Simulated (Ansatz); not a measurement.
We consider CsCl-type PdIn, described by LDA in Ansatz (PAW).

Numerical settings: plane-wave cutoff 500 eV, 18×18×18 k mesh, Fermi–Dirac smearing 0.1 eV, scalar-relativistic PAW data made under PBE.

Computed at the level's own relaxed cell.

**Question.** Predict the volume per atom and equilibrium lattice constant a.

**Answer.** 
volume per atom: 16.62 Å³/atom
equilibrium lattice constant a: 3.215 Å

Spin–orbit coupling is not included.

Computed values are for the static lattice.

Ansatz is a quantum-chemistry and plane-wave program.
